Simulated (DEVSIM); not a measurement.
System: W/SiO2/n-Si capacitor, at 300 K.

Layer 1 from the left is SiO2, thickness (nm) 2.80. Layer 2 from the left is Si, thickness (nm) 4500, Nd (cm⁻³) 1.6e16.

Metal gate on the left, work function 4.6 eV. Fixed charge at the semiconductor interface 2.5e12 cm⁻² (in units of +e); no interface traps.

This is a model device: material constants are rounded textbook-type values typed into the input, and sizes, dopings and lifetimes were drawn at random. Values at 300 K.

SiO2: gap (eV) 9, affinity (eV) 0.9, permittivity 3.9. Si: gap (eV) 1.124, affinity (eV) 4.05, permittivity 11.7, Nc (cm⁻³) 2.86e19, Nv (cm⁻³) 3.1e19.

DEVSIM, 1D Poisson equation in equilibrium, Boltzmann statistics, complete ionisation; no quantum confinement or tunnelling. Metal contacts follow the ideal Schottky-Mott rule: no Fermi-level pinning, no interface dipoles.

What does the simulation give for the minimum of the low-frequency capacitance, the flat-band voltage, the threshold voltage (band bending 2φF)?

minimum of the low-frequency capacitance 0.0469 μF/cm²; flat-band voltage 0.03 V; threshold voltage (band bending 2φF) -0.75 V.
